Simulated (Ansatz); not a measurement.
We consider CaScHO₂ (model structure, started from the SrVO2H type, P4/mmm, No. 123, 5 atoms in the cell), described by PBE (Ansatz, a program for electronic structure, plane waves, PAW).

Output (set-up and result lines):

```
Crystal: 5 atoms, lattice volume = 62.655 Å³
Basis set: ecut = 520 eV, 1685 PW (Γ), exchange–correlation on 64×64×60 points (8 copies of the dense FFT grid, shifted against one another)
Bands: 22, of which v1, the nominal top of the filled ones, is band 17 counted from 1 (16 counted from 0)
Symmetry: 16 space group operations
Space group: P4/mmm (ITA 123), of the structure as read, at distance tolerance 4.0e-5 Å
k-points: 90 of 640
Functional: x = pbe(κ = 0.804, μ = 0.2195149727645171), c = pbe(β = 0.06672455060314922)
SCF iter   1: F=—  HF=-5110.249057 eV  |F-HF|=—  |Δ(HF+E_count)|=         —  Δρ=3.70e-3  dr2=1.14e-2
SCF iter   2: F=—  HF=-5110.246539 eV  |F-HF|=—  |Δ(HF+E_count)|=   2.52e-3  Δρ=1.73e-3  dr2=2.04e-3
  ...
SCF iter   7: F=—  HF=-5110.245971 eV  |F-HF|=—  |Δ(HF+E_count)|=   2.07e-6  Δρ=2.01e-6  dr2=3.00e-9
SCF iter   8: F=-5110.245971 eV  HF=-5110.245971 eV  |F-HF|=1.04e-10  |Δ(HF+E_count)|=   1.64e-9  Δρ=4.98e-7  dr2=2.09e-10
SCF 1 converged in 8 iterations: F = -5110.245971 eV  dr2 = 2.09e-10
SCF converged after 8 iterations
Free energy (F): -5110.245971 eV
Internal energy: -5110.245971 eV  (E = F + TS)
E sigma→0 (E₀):  -5110.245971 eV
Fermi energy:    8.918718 eV
--- Forces (eV/Å), atoms counted from 1 ---
  atom   1  Ca     0.00000000    -0.00000000     0.00000000
  atom   2  Sc    -0.00000000     0.00000000     0.00000000
  atom   3  O      0.00000000    -0.00000000     0.00000000
  atom   4  O      0.00000000    -0.00000000     0.00000000
  atom   5  H     -0.00000000    -0.00000000     0.00000000
--- Stress (GPa, compression-positive) ---
       -0.000817       0.000000       0.000000
        0.000000      -0.000817       0.000000
        0.000000       0.000000      -0.003890
  P = ⅓ Tr σ = -0.0018 GPa (-0.018 kbar)
```

Q: Write an input file that could have produced this run (the log leaves some choices open).

A: This is not unique; one that fits is 
Ansatz 0.2 input:
```yaml
crystal:
  lattice:
    - [4.0912394264, 0.0, 0.0]
    - [0.0, 4.0912394264, 0.0]
    - [0.0, 0.0, 3.7432147893]
  atoms:
    - { symbol: Ca, position: [0.5, 0.5, 0.5] }
    - { symbol: Sc, position: [0.0, 0.0, 0.0] }
    - { symbol: O, position: [0.5, 0.0, 0.0] }
    - { symbol: O, position: [0.0, 0.5, 0.0] }
    - { symbol: H, position: [0.0, 0.0, 0.5] }
basis:
  ecutwfc: 520
  ecutrho_ratio: 4
  xc_grid: 2
kpoints:
  mp_grid: { grid: [8, 8, 10] }
  band_path:
    path:
      - [0.0, 0.0, 0.0]
      - [0.0, 0.071429, 0.0]
      - [0.0, 0.142857, 0.0]
      - [0.0, 0.214286, 0.0]
      - [0.0, 0.285714, 0.0]
      - [0.0, 0.357143, 0.0]
      - [0.0, 0.428571, 0.0]
      - [0.0, 0.5, 0.0]
      - [0.071429, 0.5, 0.0]
      - [0.142857, 0.5, 0.0]
      - [0.214286, 0.5, 0.0]
      - [0.285714, 0.5, 0.0]
      - [0.357143, 0.5, 0.0]
      - [0.428571, 0.5, 0.0]
      - [0.5, 0.5, 0.0]
      - [0.454545, 0.454545, 0.0]
      - [0.409091, 0.409091, 0.0]
      - [0.363636, 0.363636, 0.0]
      - [0.318182, 0.318182, 0.0]
      - [0.272727, 0.272727, 0.0]
      - [0.227273, 0.227273, 0.0]
      - [0.181818, 0.181818, 0.0]
      - [0.136364, 0.136364, 0.0]
      - [0.090909, 0.090909, 0.0]
      - [0.045455, 0.045455, 0.0]
      - [0.0, 0.0, 0.0625]
      - [0.0, 0.0, 0.125]
      - [0.0, 0.0, 0.1875]
      - [0.0, 0.0, 0.25]
      - [0.0, 0.0, 0.3125]
      - [0.0, 0.0, 0.375]
      - [0.0, 0.0, 0.4375]
      - [0.0, 0.0, 0.5]
      - [0.0, 0.071429, 0.5]
      - [0.0, 0.142857, 0.5]
      - [0.0, 0.214286, 0.5]
      - [0.0, 0.285714, 0.5]
      - [0.0, 0.357143, 0.5]
      - [0.0, 0.428571, 0.5]
      - [0.0, 0.5, 0.5]
      - [0.071429, 0.5, 0.5]
      - [0.142857, 0.5, 0.5]
      - [0.214286, 0.5, 0.5]
      - [0.285714, 0.5, 0.5]
      - [0.357143, 0.5, 0.5]
      - [0.428571, 0.5, 0.5]
      - [0.5, 0.5, 0.5]
      - [0.454545, 0.454545, 0.5]
      - [0.409091, 0.409091, 0.5]
      - [0.363636, 0.363636, 0.5]
      - [0.318182, 0.318182, 0.5]
      - [0.272727, 0.272727, 0.5]
      - [0.227273, 0.227273, 0.5]
      - [0.181818, 0.181818, 0.5]
      - [0.136364, 0.136364, 0.5]
      - [0.090909, 0.090909, 0.5]
      - [0.045455, 0.045455, 0.5]
      - [0.0, 0.5, 0.0625]
      - [0.0, 0.5, 0.125]
      - [0.0, 0.5, 0.1875]
      - [0.0, 0.5, 0.25]
      - [0.0, 0.5, 0.3125]
      - [0.0, 0.5, 0.375]
      - [0.0, 0.5, 0.4375]
      - [0.5, 0.5, 0.0625]
      - [0.5, 0.5, 0.125]
      - [0.5, 0.5, 0.1875]
      - [0.5, 0.5, 0.25]
      - [0.5, 0.5, 0.3125]
      - [0.5, 0.5, 0.375]
      - [0.5, 0.5, 0.4375]
    npoints: 1
hamiltonian:
  xc: pbe
  dispersion: none
  pseudopotentials: { kind: paw }
scf:
  occupations: { method: fermi_dirac, width: 0.01 }
  convergence: { dr2_threshold: 0.0000000005 }
output:
  forces: true
  stress: true
  eigenvalues: true
  write_bands: true
```

Note: the relaxation could raise the start's symmetry but not lower it, so the cell can be a saddle point.

A model structure was made by putting elements into a prototype or built by hand; it is no filed structure, need not be a known phase, and can be a saddle point held by its symmetry.
